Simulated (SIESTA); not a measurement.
Input and output of a self-consistent single point for Cu3AsS4 (P1, 8 atoms in the cell) (SIESTA).

Computed with GGA PBEsol, numerical atomic orbitals DZP, PseudoDojo PBEsol standard norm-conserving potentials (rewritten from UPF to PSML) (SIESTA).

The change in words: atoms moved at random. Reference geometry:
```yaml
crystal:
  lattice:
    - [5.14298, 0.00000, 0.00000]
    - [0.00000, 5.14298, 0.00000]
    - [0.00000, 0.00000, 5.14298]
  atoms:
    - { symbol: Cu, position: [0.00000, 0.50000, 0.50000] }
    - { symbol: Cu, position: [0.50000, 0.00000, 0.50000] }
    - { symbol: Cu, position: [0.50000, 0.50000, 0.00000] }
    - { symbol: As, position: [0.00000, 0.00000, 0.00000] }
    - { symbol: S, position: [0.25268, 0.74732, 0.74732] }
    - { symbol: S, position: [0.74732, 0.74732, 0.25268] }
    - { symbol: S, position: [0.74732, 0.25268, 0.74732] }
    - { symbol: S, position: [0.25268, 0.25268, 0.25268] }
```

Reference input (self-consistent single point, DFT, GGA PBEsol, numerical atomic orbitals DZP, PseudoDojo PBEsol standard norm-conserving potentials (rewritten from UPF to PSML)): XC.functional = GGA; XC.authors = PBEsol; potentials = PseudoDojo PBEsol standard; PAO.BasisSize = DZP; PAO.EnergyShift = 0.005 Ry; MeshCutoff = 350 Ry; kgrid.MonkhorstPack = 7 7 7; OccupationFunction = FD; ElectronicTemperature = 100 meV; MaxSCFIterations = 150; SCF.Mixer.Method = Pulay; SCF.Mixer.Weight = 0.25. This run's input differs from it in these lines:

```diff
@@ -19,10 +19,10 @@
 %block AtomicCoordinatesAndAtomicSpecies
-     0.000000000    2.571490500    2.571490500  1
-     2.571490500    0.000000000    2.571490500  1
-     2.571490500    2.571490500    0.000000000  1
-     0.000000000    0.000000000    0.000000000  2
-     1.299528439    3.843452561    3.843452561  3
-     3.843452561    3.843452561    1.299528439  3
-     3.843452561    1.299528439    3.843452561  3
-     1.299528439    1.299528439    1.299528439  3
+    -0.000221148    2.624679210    2.588179473  1
+     2.629765618   -0.040907271    2.594705916  1
+     2.623573469    2.581421596   -0.025982340  1
+    -0.009833380   -0.088263840   -0.031855624  2
+     1.308492655    3.790983869    3.836231816  3
+     3.850771023    3.874701313    1.320640376  3
+     3.837003263    1.323109007    3.838031859  3
+     1.189391501    1.363213973    1.308986381  3
 %endblock AtomicCoordinatesAndAtomicSpecies
```

Output, abridged:

```
        iscf     Eharris(eV)        E_KS(eV)     FreeEng(eV)     dDmax    Ef(eV) dHmax(eV)
   scf:    1   -18707.412752   -19278.771836   -19279.054772  1.205300  0.069007 65.497227
   scf:    2   -19323.532105   -19505.098145   -19505.098564  2.512882 -3.796295 26.329485
   scf:    3   -19554.964473   -19533.345830   -19533.357021  0.327893 -3.870660 14.071394
   scf:    4   -19548.260653   -19544.091215   -19544.138895  0.431888 -3.466597  1.594305
   scf:    5   -19543.340255   -19544.014470   -19544.084233  0.207353 -3.385895  2.419800
   [... 6 lines left out ...]
   scf:   12   -19544.266931   -19544.266944   -19544.330323  0.000126 -3.525815  0.000571
   scf:   13   -19544.266950   -19544.266947   -19544.330323  0.000038 -3.525984  0.000296
   scf:   14   -19544.266958   -19544.266953   -19544.330323  0.000032 -3.526097  0.000092
   scf:   15   -19544.266954   -19544.266953   -19544.330323  0.000004 -3.526093  0.000039
SCF Convergence by DM+H criterion
max |DM_out - DM_in|         :     0.0000039602
max |H_out - H_in|      (eV) :     0.0000393915
SCF cycle converged after 15 iterations

Using DM_out to compute the final energy and forces

siesta: E_KS(eV) =           -19544.2670

siesta: E_KS - E_eggbox =    -19544.2670

siesta: Atomic forces (eV/Ang):
     1   -0.439497   -0.220769    0.073357
     2   -0.785613    0.650271   -0.096128
     3   -0.316752   -0.207826    0.573407
     4    0.273674    1.384083    0.176240
     5    1.030174   -0.163470   -0.562690
     6   -0.867783   -0.944243    0.280700
     7   -0.272269    0.061525   -0.392164
     8    1.378660   -0.562547   -0.052015
   Tot    0.000592   -0.002977    0.000707
   Max    1.384083
   Res    0.624838    sqrt( Sum f_i^2 / 3N )
   Max    1.384083    constrained

   [... lines left out ...]
siesta: FreeEng =    -19544.330323
   [... lines left out ...]
siesta:    -0.048803    0.005964    0.011010
siesta:     0.005964   -0.045541   -0.012647
siesta:     0.011010   -0.012647   -0.048379

siesta: Cell volume =        136.033152 Ang**3

siesta: Pressure (static):
siesta:                Solid            Molecule  Units
siesta:           0.00051815          0.00089084  Ry/Bohr**3
siesta:           0.04757455          0.08179341  eV/Ang**3
siesta:          76.22283099        131.04749470  kBar
```

The run converged in 15 iterations. Against the reference run the free energy goes up by 26.5 meV/atom, the pressure goes from 6.86 to 7.62 GPa and the largest force goes from 0.882 to 1.490 eV/Å.

The starting cell comes from a database of computed structures (which also holds hypothetical and non-ambient phases and stackings), without a prior relaxation at this level. Its lattice was rescaled by a random factor within 2.5 % of one. For this run, on top of that: atoms moved at random. Spin polarisation is off. Values carry the incompleteness of an atom-centred basis. With a pressure of about 8 GPa the cell is away from its equilibrium volume at this level. Forces in this geometry exceed 1 eV/Å. The run gives no clean gap (levels at the Fermi energy touch, overlap or are partly filled at this smearing), which alone does not show that the compound is a metal.

Cost on one core of a shared machine: roughly 2 min.
